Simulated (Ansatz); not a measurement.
Input:

End structure of CH3 on the 1x1 (111) surface of fcc Ni, ferromagnetic, one in a 2x2 cell, started at the site 'hollow Ni-Ni-Ni over Ni at depth 4.0 Å':

```yaml
crystal:
  lattice:
    - [4.97715, 0.00000, 0.00000]
    - [-2.48857, 4.31034, 0.00000]
    - [0.00000, 0.00000, 25.50000]
  atoms:
    - { symbol: Ni, position: [0.16667, 0.33333, 0.38155] }
    - { symbol: Ni, position: [0.16667, 0.83333, 0.38155] }
    - { symbol: Ni, position: [0.66667, 0.33333, 0.38155] }
    - { symbol: Ni, position: [0.66667, 0.83333, 0.38155] }
    - { symbol: Ni, position: [0.33333, 0.16667, 0.46024] }
    - { symbol: Ni, position: [0.33333, 0.66667, 0.46024] }
    - { symbol: Ni, position: [0.83333, 0.16667, 0.46024] }
    - { symbol: Ni, position: [0.83333, 0.66667, 0.46024] }
    - { symbol: Ni, position: [0.00128, 0.00064, 0.53925] }
    - { symbol: Ni, position: [0.00000, 0.50000, 0.54169] }
    - { symbol: Ni, position: [0.49936, 0.00064, 0.53925] }
    - { symbol: Ni, position: [0.49936, 0.49872, 0.53925] }
    - { symbol: Ni, position: [0.16681, 0.33321, 0.62018] }
    - { symbol: Ni, position: [0.16679, 0.83360, 0.62018] }
    - { symbol: Ni, position: [0.66640, 0.33319, 0.62018] }
    - { symbol: Ni, position: [0.66667, 0.83333, 0.61563] }
    - { symbol: C, position: [0.33333, 0.16667, 0.68088] }
    - { symbol: H, position: [0.57239, 0.28608, 0.69777] }
    - { symbol: H, position: [0.21392, 0.28631, 0.69777] }
    - { symbol: H, position: [0.21369, 0.92761, 0.69777] }
```

Model: 20-atom slab, 6.0 Å thick at the start under the adsorbate (thin: gaps and levels are the slab's own), 7x7x1 mesh, Fermi-Dirac 0.1 eV, dipole correction, 8 atoms held, the rest relaxed; symmetry of the start imposed; spin-polarised, no spin-orbit, no U, no dispersion correction. At the end it is bonded to 3 Ni. In PBE it is, or lies within 0.03 eV of, the lowest of the starts that converged.

A negative adsorption energy means that the adsorbate is more stable on the surface than in its reference.

Task: Give the adsorption energy against CH4(g) − ½ H2(g) at the level PBE (Ansatz, a quantum-chemistry and plane-wave program).

Result: 0.59 eV

Task: What change of the work function does PBE give?

Result: -1.40 eV

Task: What change of the step from the bottom to the top vacuum level, against the clean slab does PBE give?

Result: -1.38 eV

Task: Give the work function of the top face at the level PBE.

Result: 3.68 eV
